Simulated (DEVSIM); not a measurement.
Device: abrupt GaAs p-n junction, at 350 K.

Layer 1 from the left is GaAs, thickness (μm) 6.10, Na (cm⁻³) 1.4e16, τn (s) 4e-10, τp (s) 4e-10. Layer 2 from the left is GaAs, thickness (μm) 26.0, Nd (cm⁻³) 1.1e17, τn (s) 4e-10, τp (s) 1.2e-11.

Left contact: ohmic. Right contact: ohmic. Voltage is applied to the left contact. Recombination: SRH at mid-gap. Mobility is μmin + (μ − μmin)/(1 + (N/Nref)^α).

The device is made up for the run: typed textbook-type constants, with dimensions and the other settings drawn at random. Values at 300 K; Nc and Nv go as T^1.5, mobilities as T to minus their exponent, the gap by Varshni's rule with the affinity fixed.

GaAs: gap (eV) 1.424, affinity (eV) 4.07, permittivity 12.9, Nc (cm⁻³) 4.7e17, Nv (cm⁻³) 9e18, μn (cm²/Vs) 8500, μp (cm²/Vs) 400, μn,min 500, μp,min 20, Nref,n 6e16, Nref,p 1.5e17, αn 0.39, αp 0.38, T exponent of μn 2.1, T exponent of μp 2.2, Varshni α (eV/K) 0.000541, Varshni β (K) 204.

### Question
Estimate by hand the built-in potential, the peak field at zero bias, the capacitance at -0.6 V, and compare with a numerical solution.

### Answer

- Built-in potential: ni = √(Nc Nv) exp(−Eg/2kT) = 2.12e8 cm⁻³ with Eg = 1.401 eV; Vbi = kT/q ln(Na Nd/ni²) = 1.148 V; numerical 1.148 V.
- Peak field at zero bias: depletion approximation: W = √(2εVbi/(qN)) = 0.363 μm with N = 1.24e16 cm⁻³; field = 2Vbi/W = 63300 V/cm; numerical 61600 V/cm (estimate above by 2.6 %).
- Capacitance at -0.6 V: C = √(qεN / 2(Vbi + |V|)) = 25.5 nF/cm²; numerical 25.9 nF/cm² (estimate below by 1.7 %).

DEVSIM, 1D drift-diffusion, Boltzmann statistics, complete ionisation; no tunnelling, impact ionisation, image-force lowering or self-heating.
